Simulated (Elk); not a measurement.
Elk run on HgTe (F-43m, 2 atoms in the cell): self-consistent single point.

Method: LDA (PW92), all-electron FP-LAPW, Elk's shipped species files, APW+lo basis with extra local orbitals (Elk).

```
CELL_PARAMETERS angstrom
      0.00000     3.34526     3.34526
      3.34526     0.00000     3.34526
      3.34526     3.34526     0.00000
ATOMIC_POSITIONS crystal
  Hg 0.00000 0.00000 0.00000
  Te 0.25000 0.25000 0.25000
```

Reference input (self-consistent single point, DFT, PBE, all-electron FP-LAPW, Elk's shipped species files, APW+lo basis with extra local orbitals): xctype = 20; rgkmax = 7.5; stype = 0; swidth = 0.00734986 Ha; ngridk = 7 7 7; gmaxvr = 16 1/bohr; nxlo = 2; lorbcnd = true; rmtscf = 0.95; lmaxi = 3. This run's input differs from it in these lines:

```diff
@@ -4,3 +4,3 @@
 xctype
-  20
+  3
```

Log, with long lists cut:

```
│ Self-consistent loop started │
│ Loop number : 1 │
 total energy                :     -26441.4572972
│ Loop number : 2 │
 total energy                :     -26441.7036057
RMS change in Kohn-Sham potential (target) :   0.1018855212     (  0.1000000000E-05)
Absolute change in total energy (target)   :   0.2463085353     (  0.1000000000E-03)
│ Loop number : 3 │
 total energy                :     -26442.5267332
RMS change in Kohn-Sham potential (target) :   0.8734353673E-01 (  0.1000000000E-05)
Absolute change in total energy (target)   :   0.8847046535     (  0.1000000000E-03)
│ Loop number : 4 │
   [... lines left out ...]
Absolute change in total energy (target)   :   0.6498283947E-03 (  0.1000000000E-03)
│ Loop number : 13 │
 total energy                :     -26442.3629698
RMS change in Kohn-Sham potential (target) :   0.2136906115E-06 (  0.1000000000E-05)
Absolute change in total energy (target)   :   0.2102369799E-03 (  0.1000000000E-03)
│ Loop number : 14 │
 total energy                :     -26442.3629979
RMS change in Kohn-Sham potential (target) :   0.2499754053E-07 (  0.1000000000E-05)
Absolute change in total energy (target)   :   0.8073870049E-04 (  0.1000000000E-03)
Convergence targets achieved

│ Loop number : 15 │

Energies :
 Fermi                       :     0.106142975543
 total energy                :     -26442.3629966

Density of states at Fermi energy :    2.080701735
 (states/Hartree/unit cell)

Estimated indirect band gap :   0.1930226372E-01
 from k-point      1 to k-point      2
Estimated direct band gap   :   0.2586572884E-01
 at k-point      2

Charges :
 core                        :    98.00000000
 valence                     :    34.00000000
 interstitial                :    3.892967002
 muffin-tins (core leakage)
  species :    1 (Hg)
   atom    1                 :    78.58263656     (  0.1563330770E-03)
  species :    2 (Te)
   atom    1                 :    49.52439644     (  0.8388060220E-03)
 total in muffin-tins        :    128.1070330
 total calculated charge     :    131.9973198
 total charge                :    132.0000000
 error                       :   0.2680240681E-02

│ Self-consistent loop stopped │
```

The run converged in 15 iterations. The count includes the last loop, which Elk runs after its targets are met. 

The starting cell comes from a database of computed structures (which also holds hypothetical and non-ambient phases and stackings), without a prior relaxation at this level. Its lattice was rescaled by a random factor within 2.5 % of one. Spin-orbit coupling is off. Values depend on the basis (sphere radii, cutoffs, local orbitals), which need not be converged. The run gives no clean gap (levels at the Fermi energy touch, overlap or are partly filled at this smearing), which alone does not show that the compound is a metal. The log's line on a gap gives a spacing of levels on this mesh, which the program prints for metals too.
